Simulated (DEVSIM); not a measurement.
Structure: Si n-p junction from an implanted or diffused profile, at 350 K.

```tsv
layer (left to right)	material	thickness (μm)	Na (cm⁻³)	τn (s)	τp (s)
1	Si	81.0	2.5e15	0.00074	0.00074
```

Added donor profile: 2.3e18 cm⁻³ × exp(−(x − 0 μm)²/(2·(0.27 μm)²)). Left contact: ohmic. Right contact: ohmic. Voltage is applied to the left contact. Recombination: SRH at mid-gap, Auger. Mobility is μmin + (μ − μmin)/(1 + (N/Nref)^α).

This is a model device: material constants are rounded textbook-type values typed into the input, and sizes, dopings and lifetimes were drawn at random. Values at 300 K; Nc and Nv go as T^1.5, mobilities as T to minus their exponent, the gap by Varshni's rule with the affinity fixed.

```csv
parameter,Si
gap (eV),1.124
affinity (eV),4.05
permittivity,11.7
Nc (cm⁻³),2.86e19
Nv (cm⁻³),3.1e19
μn (cm²/Vs),1417
μp (cm²/Vs),470
"μn,min",52
"μp,min",45
"Nref,n",9.7e16
"Nref,p",2.2e17
αn,0.68
αp,0.72
T exponent of μn,2.3
T exponent of μp,2.2
Cn (cm⁶/s),2.8e-31
Cp (cm⁶/s),9.9e-32
Varshni α (eV/K),0.000473
Varshni β (K),636
```

DEVSIM, 1D drift-diffusion, Boltzmann statistics, complete ionisation; no tunnelling, impact ionisation, image-force lowering or self-heating.

Base results: potential step across the device at zero bias (V) 0.736; dark forward voltage at 100 A/cm² (V) 0.833; dark forward voltage at 1 A/cm² (V) 0.529.

Q: What follows from this one change: thickness of layer 1 81 → 400 μm?

A: potential step across the device at zero bias little changed (0.736 V); dark forward voltage at 100 A/cm² 0.833 → 1.395 V; dark forward voltage at 1 A/cm² 0.529 → 0.603 V.

Q: What follows from this one change: temperature 350 → 500 K?

A: potential step across the device at zero bias 0.736 → 0.485 V; dark forward voltage at 100 A/cm² 0.833 → 0.747 V; dark forward voltage at 1 A/cm² 0.529 → 0.214 V.

Q: What follows from this one change: straggle of the profile 0.27 → 0.81 μm?

A: potential step across the device at zero bias little changed (0.736 V); dark forward voltage at 100 A/cm² 0.833 → 0.792 V; dark forward voltage at 1 A/cm² little changed (0.529 V).

Q: What follows from this one change: constant mobility in place of the doping-dependent one?

A: potential step across the device at zero bias little changed (0.736 V); dark forward voltage at 100 A/cm² 0.833 → 0.883 V; dark forward voltage at 1 A/cm² little changed (0.526 V).
